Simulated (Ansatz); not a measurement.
An Ansatz (a quantum-chemistry and plane-wave program) run: TiAl with a change (biaxial strain +0.50 %, plane normal [001], relaxed out of plane); PBE in Ansatz (plane waves to 420 eV, PAW, no spin-orbit coupling).

Input:

Ansatz 0.2 input:
```yaml
crystal:
  lattice:
    - [2.8381945836, 0, 0]
    - [0, 2.8381945836, 0]
    - [0, 0, 4.0645660985]
  atoms:
    - { symbol: Ti, position: [0, 0, 0] }
    - { symbol: Al, position: [0.5, 0.5, 0.5] }
basis: { ecutwfc: 420, ecutrho_ratio: 4, xc_grid: 2, fft_grid_basis: typed }
kpoints: { mp_grid: { grid: [20, 20, 14] } }
hamiltonian:
  xc: pbe
  dispersion: none
  pseudopotentials: { kind: paw }
scf: { occupations: { method: fermi_dirac, width: 0.1 } }
relax: { f_tol: 0.005, max_steps: 50, cell: { stress_tol: 0.01, fix: [a, b, gamma] } }
output: { forces: true, stress: true }
checkpoint: { write: state.ck, write_every: 1000 }
```

Output (explanatory and most iteration lines left out):

```
Relaxation: its limit of steps is 50 (relax.max_steps)
Pseudopotential: Ti, paw, valence charge 12
Pseudopotential: Al, paw, valence charge 3
Crystal: 2 atoms, lattice volume = 32.741 Å³
Basis set: ecut = 420 eV, 657 PW (Γ), exchange–correlation on 40×40×60 points (8 copies of the dense FFT grid, shifted against one another)
Bands: 12, of which v1, the nominal top of the filled ones, is band 8 counted from 1 (7 counted from 0)
Symmetry: 16 space group operations
Space group: P4/mmm (ITA 123), of the structure as read, at distance tolerance 3.2e-5 Å
k-points: 528 of 5600
Functional: x = pbe(κ = 0.804, μ = 0.2195149727645171), c = pbe(β = 0.06672455060314922)
SCF iter   1: F=—  HF=-3038.009264 eV  |F-HF|=—  |Δ(HF+E_count)|=         —  Δρ=3.09e-3  dr2=2.68e-3  ethr=1.77e-3  ⟨swp⟩=5.0  Hψ=32000  notcnv=0
SCF iter   2: F=—  HF=-3038.009096 eV  |F-HF|=—  |Δ(HF+E_count)|=   1.68e-4  Δρ=1.88e-3  dr2=1.29e-3  ethr=1.79e-5  ⟨swp⟩=1.1  Hψ=10600  notcnv=0
SCF 1 converged in 6 iterations: F = -3038.009041 eV  dr2 = 7.26e-10
relax step   1: F+E_penalty+E_count = -3038.00904086 eV  Δ(F+E_penalty+E_count) = +0.000e0 eV  max|allowed force component| = 3.698e-31 eV/Å  Δτ_max = 0.0000 Å  P = -0.838 GPa  Ω = 32.741 Å³  fix = [a, b, gamma]  reactions: a -1.049, b -1.049 GPa  (6 SCF iters, dr2 threshold 1.00e-7 eV, accepted)
[... steps on the carried basis left out ...]
relax step   3: F+E_penalty+E_count = -3038.00917079 eV  Δ(F+E_penalty+E_count) = -6.909e-7 eV  max|allowed force component| = 2.712e-31 eV/Å  Δτ_max = 0.0000 Å  P = -0.560 GPa  Ω = 32.659 Å³  energy of the carried Pulay correction = +2.273e-5 eV  fix = [a, b, gamma]  reactions: a -0.839, b -0.839 GPa  (6 SCF iters, dr2 threshold 2.48e-8 eV, accepted)
Crystal: 2 atoms, lattice volume = 32.659 Å³
SCF iter   1: F=—  HF=-3038.009113 eV  |F-HF|=—  |Δ(HF+E_count)|=         —  Δρ=3.73e-6  dr2=1.05e-9  ethr=3.50e-9  ⟨swp⟩=3.0  Hψ=50510  notcnv=0
SCF iter   2: F=—  HF=-3038.009149 eV  |F-HF|=—  |Δ(HF+E_count)|=   3.56e-5  Δρ=1.96e-6  dr2=3.14e-10  ethr=6.97e-12  ⟨swp⟩=3.0  Hψ=11832  notcnv=0
SCF 4 converged in 9 iterations: F = -3038.009149 eV  dr2 = 4.20e-19
SCF converged after 9 iterations
Free energy (F): -3038.009149 eV
Internal energy: -3037.949258 eV  (E = F + TS)
E sigma→0 (E₀):  -3037.979203 eV
Entropy (-TS):   -0.059891 eV (-29.945 meV/atom)
Fermi energy:    10.915042 eV
--- Forces (eV/Å), atoms counted from 1 ---
  atom   1  Ti    -0.00000000     0.00000000     0.00000000
  atom   2  Al     0.00000000     0.00000000     0.00000000
--- Stress (GPa, compression-positive) ---
       -0.839673       0.000000       0.000000
        0.000000      -0.839673       0.000000
        0.000000       0.000000      -0.001825
  P = ⅓ Tr σ = -0.5604 GPa (-5.604 kbar)
--- Relaxed structure (3 steps of the walk, 3 accepted, 1 SCFs on fresh bases) ---
  cell:  # Å, volume = 32.6589 Å³
    - [2.8381945836, 0.0, 0.0]
    - [0.0, 2.8381945836, 0.0]
    - [0.0, 0.0, 4.0543075266380475]
  atoms:
    - { symbol: Ti, position: [1.0602745687314119e-36, 0.0, 0.0] }
    - { symbol: Al, position: [0.5, 0.5, 0.49999999999999994] }
```

Whether these cells are dynamically stable was not tested. The final runs are not spin-polarised. The cell was made from TiAl (space group P4/mmm, No. 123) by this change: biaxial strain +0.50 %, plane normal [001], relaxed out of plane.
